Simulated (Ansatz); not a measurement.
# Bulk modulus B0 of Nb2B2Si (model structure, started from the Fe2AlB2 type, Cmmm, No. 65, 5 atoms in the cell) at several levels of theory

No measured value is used here.

| level (code) | value (GPa) | cell (Å³/atom) |
|---|---|---|
| LDA (Ansatz) | 234 | 11.24 |
| PBE (Ansatz) | 210 | 11.73 |
| PBEsol (Ansatz) | 226 | 11.44 |
| r²SCAN (Ansatz) | 226 | 11.60 |

LDA, PBE, PBEsol, r²SCAN: the run has no spin polarisation, so it can have missed a magnetic state. LDA, PBE, PBEsol, r²SCAN: the bulk modulus is −V dP/dV from two relaxed cells at ±2 % in volume. Each level is taken at its own relaxed cell. Cutoffs differ between the levels. Ansatz's density-functional and Hartree–Fock values are scalar-relativistic unless marked +SOC, with PAW data made under PBE.

A model structure was made by putting elements into a prototype or built by hand; it is no filed structure, need not be a known phase, and can be a saddle point held by its symmetry.

Ansatz is a quantum-chemistry and plane-wave program.
